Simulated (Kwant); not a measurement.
Model system: Ge/Si0.2Ge0.8 stack with 1 barrier. One parabolic valley. Leads of mass 0.12 mₑ with the band edge at 0; grid 0.1 nm; bias 0 V, dropping linearly over the stack.

```
layer  thickness (nm)  band offset (eV)  mass (mₑ)
-----  --------------  ----------------  ---------
1                 3.2              0.12       0.14
```

The device is made up for the run: typed textbook-type constants, with dimensions and the other settings drawn at random.

Kwant, one-band effective-mass tight-binding model in one dimension, coherent, no space charge.

### Question
Work out the transmission below the barrier top from T = 1/(1 + ((ζ + 1/ζ)/2)² sinh²(κa)), ζ = (k/m_lead)/(κ/m_barrier).

### Answer
E = 0.02331 eV: k = 0.2710 nm⁻¹, κ = 0.5961 nm⁻¹, ζ = 0.5303, T = 0.0594. The simulation gives 0.0595, the same within the digits that matter. E = 0.05964 eV: k = 0.4334 nm⁻¹, κ = 0.4709 nm⁻¹, ζ = 1.074, T = 0.178. The simulation gives 0.178, the same within the digits that matter. E = 0.09144 eV: k = 0.5366 nm⁻¹, κ = 0.3240 nm⁻¹, ζ = 1.932, T = 0.305. The simulation gives 0.305, the same within the digits that matter. What differs comes from the grid.
